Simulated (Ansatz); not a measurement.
The reference is Ir in the fcc (Cu type) structure (space group Fm-3m, No. 225; a = 3.812 Å; relaxed with 0.1 eV smearing). Axes: x, y, z lie along the cube axes.

Method: LDA (Ansatz, a quantum-chemistry and plane-wave program), no SOC.

It is then changed as follows: the cell is scaled by 0.9750 in all directions, atoms relaxed at fixed cell.

Task: Predict the stress tensor and what it implies for the stiffness.

Result: Stress of the strained cell less that of the base (GPa, compression positive):
```
   37.1     0.0     0.0
    0.0    37.1     0.0
    0.0     0.0    37.1
```

Then B = −ΔP/(ΔV/V₀) with ΔV/V₀ = -0.0731 gives secant stiffness values (nonlinear terms included at this strain): B ≈ 507 GPa.

As a check, the harmonic strain energy −½ V₀ Δσ:ε is 120 meV/atom; the computed energy rise is 109 meV/atom.

No phonon test of stability was made. All final runs are without spin polarisation.
